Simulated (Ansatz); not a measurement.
**ZnO under a change: uniaxial stress, 8 GPa tension along x**

Base system: ZnO in the wurtzite structure (space group P6_3mc, No. 186; a = 3.235 Å, c = 5.211 Å). Axes: x lies along a and z along c of the hexagonal cell.

Modification: uniaxial stress, 8 GPa tension along x, with the cell and atoms free to relax against it.

All numbers come from DFT with r2SCAN, PAW potentials and a 500 eV plane-wave cutoff in Ansatz (a first-principles code), no spin-orbit coupling. Γ-centred 12×12×7 mesh, Fermi–Dirac width 0.05 eV.

The volume per atom rises by 0.12 Å³, from 11.81 Å³ to 11.93 Å³ and the space group changes from P6_3mc (No. 186) to Cmc2_1 (No. 36). The shortest interatomic distance grows by 0.0134 Å (1.970 Å → 1.984 Å) and the energy rises by 21 meV/atom. The band gap falls by 0.07 eV to 1.17 eV and the gap character remains direct at Γ. The electron mass becomes 0.18 mₑ along x, 0.19 mₑ along y, 0.19 mₑ along z (at Γ) (base: 0.19 mₑ (at Γ)) and the valence-band top at Γ (three highest levels, from the VBM) becomes 0.00, -0.15, -0.22 eV (base: 0.00, 0.00, -0.10 eV). The strain response (xx, yy, zz) comes out as (+7.14, −3.56, −2.21) %.

Final structure:

```yaml
crystal:
  lattice:
    - [3.46619, 0.00000, 0.00000]
    - [-1.73310, 2.70201, 0.00000]
    - [0.00000, 0.00000, 5.09598]
  atoms:
    - { symbol: Zn, position: [0.67264, 0.34529, 0.00779] }
    - { symbol: Zn, position: [0.32736, 0.65471, 0.50779] }
    - { symbol: O, position: [0.67960, 0.35921, 0.61741] }
    - { symbol: O, position: [0.32040, 0.64079, 0.11741] }
```

Masses are band curvatures over ±0.01 Å⁻¹ around the edge. Beyond what the load breaks, stability against distortions was not tested. k-point labels follow each cell's own Brillouin zone.
